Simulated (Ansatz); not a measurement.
Pressure series in SrTiO3

Take SrTiO3 in the cubic perovskite structure (space group Pm-3m, No. 221) as the base.

```xyz
5
Lattice="3.9075 0.0000 0.0000 0.0000 3.9075 0.0000 0.0000 0.0000 3.9075" Properties=species:S:1:pos:R:3 pbc="T T T"
Sr     0.0000     0.0000     0.0000
Ti     1.9538     1.9538     1.9538
O      0.0000     1.9538     1.9538
O      1.9538     1.9538     0.0000
O      1.9538     0.0000     1.9538
```

Cell and atoms are relaxed at each pressure.

Method: r2SCAN in Ansatz (plane waves to 500 eV, PAW, spin-orbit coupling left out), earlier PAW set.

| P (GPa) | V (Å³/atom) |
|---|---|
| -2.00 | 12.062 |
| -1.00 | 11.997 |
| 0.28 | 11.915 |
| 0.70 | 11.889 |
| 1.50 | 11.840 |
| 3.00 | 11.751 |
| 5.00 | 11.638 |
| 7.49 | 11.504 |
| 10.00 | 11.377 |

Question: Fit a third-order Birch–Murnaghan equation of state.

Answer: Least squares on P(V) = (3B₀/2)[(V₀/V)^(7/3) − (V₀/V)^(5/3)]·[1 + (3/4)(B₀′ − 4)((V₀/V)^(2/3) − 1)] gives V₀ = 11.93 Å³/atom, B₀ = 189 GPa and B₀′ = 4.3.

Measured bulk modulus of SrTiO3: 172.1 GPa (room temperature; as listed in Mael Guennou et al., Physical Review B (2010)); the computed value is for a static lattice, so the two differ by thermal effects too.

Between the base and pressure 10 GPa the gap moves from 2.27 eV to 2.37 eV, a mean slope of 11 meV/GPa.

Load acts through the strain it causes; cell and atoms are relaxed under it. Stability against distortions was not tested. Competing high-pressure phases were not computed. The final runs are not spin-polarised. Many cubic perovskites are stable only at high temperature; tilts and polar distortions were not tested.

Ansatz is a quantum-chemistry and plane-wave program.
